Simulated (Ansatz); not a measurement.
The parent structure is a 9-atom supercell of MoSi$_{2}$ (space group I4/mmm, No. 139) at its relaxed geometry.

```xyz
9
Lattice="-1.6011 1.6011 3.9097 1.6011 -1.6011 3.9097 6.4043 3.2022 0.0000" Properties=species:S:1:pos:R:3 pbc="T T T"
Mo     0.0000     0.0000     0.0000
Mo     1.6011     1.6011     3.9097
Mo     4.8033     1.6011     3.9097
Si     0.0000     0.0000     2.6219
Si     3.2022     0.0000     2.6219
Si     3.2022     3.2022     2.6219
Si     0.0000     0.0000     5.1976
Si     3.2022     0.0000     5.1976
Si     3.2022     3.2022     5.1976
```

The values are results of r2SCAN (Ansatz, a program for electronic structure), spin-orbit coupling left out, earlier PAW set, not measurements.

Before the change:

| Quantity | Value |
|---|---|
| Pressure | 0.0 GPa |

The change: a neutral C on a Mo site, atoms relaxed at fixed cell, starting from a slightly rattled geometry.

Problem. Predict the new shift of the substituted atom off its lattice site.

Solution. The shift of the substituted atom off its lattice site comes out as 2.51 Å.

Problem. What happens to the largest displacement of a host atom from its site in the perfect cell?

Solution. The largest displacement of a host atom from its site in the perfect cell is 0.27 Å.

Problem. How does this affect the pressure?

Solution. The pressure goes from zero to 4.2 GPa.

The cell is small, so the values are those of an ordered compound at a high defect concentration; dilute-limit values will differ. A case with no gap was solved on a k-mesh chosen for an insulator, which is coarse for it. All final runs are without spin polarisation. The defect cell is not spin-polarised.
